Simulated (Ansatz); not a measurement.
The reference is CdSe in the zinc blende structure (space group F-43m, No. 216).

```xyz
2
Lattice="0.0000 3.0666 3.0666 3.0666 0.0000 3.0666 3.0666 3.0666 0.0000" Properties=species:S:1:pos:R:3 pbc="T T T"
Se     4.6000     4.6000     4.6000
Cd     0.0000     0.0000     0.0000
```

All numbers come from r2SCAN, PAW, 500 eV (Ansatz, a first-principles code; spin-orbit coupling left out).

Before the change:

- Volume per atom = 28.84 Å³
- Hole mass = 0.098, 0.70, 0.70 mₑ (at Γ)

Perturbation: cell and atoms relaxed at a pressure of 0.7 GPa.

Question: Predict the new volume per atom and hole mass.

Answer: The volume per atom falls by 0.37 Å³ (28.84 Å³ → 28.47 Å³); the hole mass (degenerate bands, along [100]) changes from 0.098, 0.70, 0.70 mₑ (at Γ) to 0.100, 0.69, 0.69 mₑ (at Γ).

The levels and masses belong to the bands next to the band gap. Load acts through the strain it causes; cell and atoms are relaxed under it. Effective masses come from finite differences of ±0.01 Å⁻¹. Stability against distortions was not tested.
